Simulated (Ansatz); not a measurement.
SiRh (P2₁3, No. 198, 8 atoms in the cell; start mp-1483), treated with PBEsol in Ansatz (plane waves, PAW).

Run with plane-wave cutoff 520 eV, 12×12×12 k mesh, Fermi–Dirac smearing 0.05 eV, no spin polarisation, scalar-relativistic PAW data made under PBE.

Cell (relaxed at this level):

```
RhSi
1.0
    4.67242     0.00000     0.00000
    0.00000     4.67242     0.00000
    0.00000     0.00000     4.67242
Si Rh
4 4
Direct
  0.15790   0.34210   0.65790
  0.34210   0.65790   0.15790
  0.65790   0.15790   0.34210
  0.84210   0.84210   0.84210
  0.84746   0.65254   0.34746
  0.65254   0.34746   0.84746
  0.34746   0.84746   0.65254
  0.15254   0.15254   0.15254
```

Task: What does this level give for the bulk modulus?

Result: 
* **bulk modulus**: 247 GPa

Note: the run has no spin polarisation, so it can have missed a magnetic state; the bulk modulus is −V dP/dV from two relaxed cells at ±2 % in volume; the relaxation could not lower the start's symmetry, so the cell can be a saddle point above a distorted one.

The computed numbers hold no vibrational or temperature effects.

Cost on a shared machine: around 2.7 core-minutes (rough).

A start named mp-… is a Materials Project structure, which need not be a measured phase.

Ansatz is a first-principles code.
